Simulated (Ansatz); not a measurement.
Base system: Cu₃N (space group Pm-3m, No. 221; a = 3.8269 Å). Axes: x, y, z lie along the cube axes.

The values are results of PBE (Ansatz, an electronic-structure program, PAW, without spin-orbit coupling), not measurements.

A first run, uniaxial strain ε_xx = +2.20 %, gives secant values C11 ≈ 210 GPa and C12 ≈ 51 GPa from its stress. A second run applies biaxial strain −1.08 %, plane normal [001], relaxed out of plane.

### Question
What does linear elasticity predict for −ε⊥/ε∥ in the second run, and what does the run give?

### Answer
Linear elasticity: 2 C12/C11 = 0.49. The run gives 0.47; any difference comes from nonlinear terms at these strains and numerical noise.

No phonon test of stability was made. The final runs are not spin-polarised.
